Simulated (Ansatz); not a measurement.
The starting structures come from a database of crystals and need not be the phases stable at ambient conditions.

Here is the system:

```xyz
12
Lattice="9.1973 0.0119 0.0000 3.7749 8.3870 0.0000 2.7112 -4.1876 4.9886" Properties=species:S:1:pos:R:3 pbc="T T T"
Tl    11.0848     4.2054     2.4943
Tl     6.4861     4.1994     0.0000
Tl     4.5987     0.0059     2.4943
Tl     0.0000     0.0000     0.0000
Cl     5.9429     0.4178     4.5350
Cl     9.2233     2.4598     0.3848
Cl     5.5246     1.0638     0.4536
Cl     8.7303     3.2213     4.6038
Cl     5.1419     3.7875     2.9479
Cl     8.3475     5.9450     2.1095
Cl     8.2714    -1.0460     2.0407
Cl    11.5519     0.9959     2.8791
```

Space group of this cell: I4_1/a. The cell was relaxed by PBE-D3(BJ); by PBEsol its mean pressure is -0.9 GPa.

Transport runs along the normal of the first two printed cell vectors, the (110) plane of the conventional cell.

No gap correction and no spin-orbit coupling; mid-gap values are interpolated between computed energies.

Problem. State the band gap and the smallest decay constant κ at mid-gap according to PBEsol (Ansatz, an electronic-structure program).

Solution. Gap 2.03 eV on a 6×6×6 mesh; κ = 0.293 1/Å, at (0.500, 0.500) of the in-plane reciprocal vectors. At the zone centre, at the nearest computed energy, the slowest state has κ = 0.33 1/Å.
